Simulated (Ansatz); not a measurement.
Reference: Ag (Fm-3m), PBEsol, DFPT electron-phonon coupling, linearised Boltzmann equation (plane waves, PAW, scalar-relativistic; Ansatz, a quantum-chemistry and plane-wave program); axes and stresses refer to this cell.

```yaml
crystal:
  lattice:
    - [0.00000, 2.02663, 2.02663]
    - [2.02663, 0.00000, 2.02663]
    - [2.02663, 2.02663, 0.00000]
  atoms:
    - { symbol: Ag, position: [0.00000, 0.00000, 0.00000] }
```

logarithmic mean phonon energy: 12.7 meV
mean free path at 300 K: 52 nm
resistivity at 300 K: 1.64 μΩ·cm

**Question.** Change: hydrostatic pressure 15 GPa. What happens to logarithmic mean phonon energy, mean free path at 300 K, resistivity at 300 K?

**Answer.** logarithmic mean phonon energy grows to 14.9 meV; mean free path at 300 K rises to 68 nm; resistivity at 300 K drops to 1.20 μΩ·cm.

Metals; harmonic phonons alone scatter; means over directions. The mean free path is weighted by the current that each state carries. Halving the electron mesh moves these values by up to 4 %; q meshes are mostly untested. Spin-orbit coupling is left out unless a row names it. Stresses and pressures are the targets of the relaxation.  The structure type is held under load, also where the real crystal would transform.
